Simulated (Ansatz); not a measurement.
The reference is ZrSe2 in the CdI2 type structure (space group P-3m1, No. 164; layered, stacked along the Cartesian z axis).

```xyz
3
Lattice="3.6620 0.0000 0.0000 -1.8310 3.1714 0.0000 0.0000 0.0000 5.8415" Properties=species:S:1:pos:R:3 pbc="T T T"
Zr     0.0000     0.0000     0.0000
Se     0.0000     2.1143     1.6066
Se     1.8310     1.0571     4.2349
```

Calculations: DFT with PBEsol-D3(BJ), PAW potentials and a 420 eV plane-wave cutoff in Ansatz (a quantum-chemistry and plane-wave program), no spin-orbit coupling.

One change was made to it. Results:

The band gap stays zero; the volume per atom falls by 5.068 Å³ (22.61 Å³ → 17.55 Å³).

**Question.** Which change produced these results?
(A) pressure 4.5 GPa
(B) pressure −1 GPa
(C) pressure 22.5 GPa
(D) pressure 0.9 GPa
(E) pressure 9 GPa

**Answer.** C, pressure 22.5 GPa. For comparison, the volume per atom in the other runs: pressure −1 GPa gives 23.16 Å³; pressure 4.5 GPa gives 20.93 Å³; pressure 9 GPa gives 19.80 Å³; pressure 0.9 GPa gives 22.20 Å³.

Load acts through the strain it causes; cell and atoms are relaxed under it. Stability against distortions was not tested. Competing high-pressure phases were not computed. All final runs are without spin polarisation. A zero or small gap of ZrSe2 can be the functional's error rather than a property of the material.
